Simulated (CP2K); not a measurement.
Band structure of Al (Fm-3m, 1 atom in the cell).

```xyz
1
Lattice="2.9159 0.0000 0.0000 1.4580 2.5253 0.0000 1.4580 0.8418 2.3808" Properties=species:S:1:pos:R:3 pbc="T T T"
Al     0.0000     0.0000     0.0000
```

Method: PBE, GPW, DZVP-MOLOPT-SR-GTH basis, GTH-PBE potentials (GTH_POTENTIALS) in CP2K.

Settings: CUTOFF = 400 Ry; REL_CUTOFF = 40 Ry; SMEAR/METHOD = GAUSSIAN; SIGMA = 0.05 eV; KPOINTS/SCHEME = MONKHORST-PACK 11 11 11; XC_FUNCTIONAL = PBE; Al/BASIS_SET = DZVP-MOLOPT-SR-GTH; Al/POTENTIAL = GTH-PBE-q3; METHOD = GPW; EPS_DEFAULT = 1e-10; EXTRAPOLATION = USE_GUESS; NGRIDS = 5; SCF_GUESS = ATOMIC; EPS_SCF = 1e-06.

The starting cell comes from a database of computed structures (which also holds hypothetical and non-ambient phases and stackings), without a prior relaxation at this level. Its lattice was rescaled by a random factor within 2.5 % of one. Values carry the incompleteness of an atom-centred basis.

Levels in eV from the Fermi level, bands 1 to 4:
| point | 1 | 2 | 3 | 4 |
|---|---|---|---|---|
| Γ | -10.74 | 12.64 | 12.64 | 12.64 |
| X | -2.82 | -1.63 | 5.40 | 5.40 |
| W | -0.81 | -0.81 | 0.24 | 0.77 |
| K | -1.81 | -1.31 | -0.52 | 6.35 |
| L | -4.41 | -4.35 | 11.10 | 11.10 |
| U | -1.81 | -1.31 | -0.52 | 6.35 |

Bands cross the Fermi level along this path, so the cell is metallic at this level.

Higher empty bands are left out: an atom-centred basis made for the valence describes them poorly.
